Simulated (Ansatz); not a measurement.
Start from BAs (space group P4_2/mnm, No. 136; a = 5.8372 Å, c = 3.3617 Å; a hypothetical phase, not in the database extracts checked).

Perturbation: hydrostatic tension (pressure −1 GPa).

Levels (all Ansatz, a quantum-chemistry and plane-wave program, PAW): PBEsol (420 eV, no SOC); PBEsol+SOC (420 eV, spin-orbit coupling included).

The geometry is relaxed with PBEsol.

| Property | Result |
|---|---|
| PBEsol band gap | 0.63 eV |
| PBEsol width of the top valence band | 3.52 eV |

### Question
What does PBEsol+SOC give at this geometry for the band gap, hole mass and width of the top valence band?

### Answer
The band gap shrinks by 0.068 eV, from 0.63 eV to 0.57 eV; the hole mass comes out as 0.64 mₑ along c, 0.24 mₑ across (at Γ); the width of the top valence band goes up by 0.023 eV, from 3.52 eV to 3.55 eV.

Single points use the geometry relaxed with PBEsol. The spin-orbit shifts are approximate. Load acts through the strain it causes; cell and atoms are relaxed under it. Effective masses come from finite differences of ±0.01 Å⁻¹. No phonon test of stability was made.
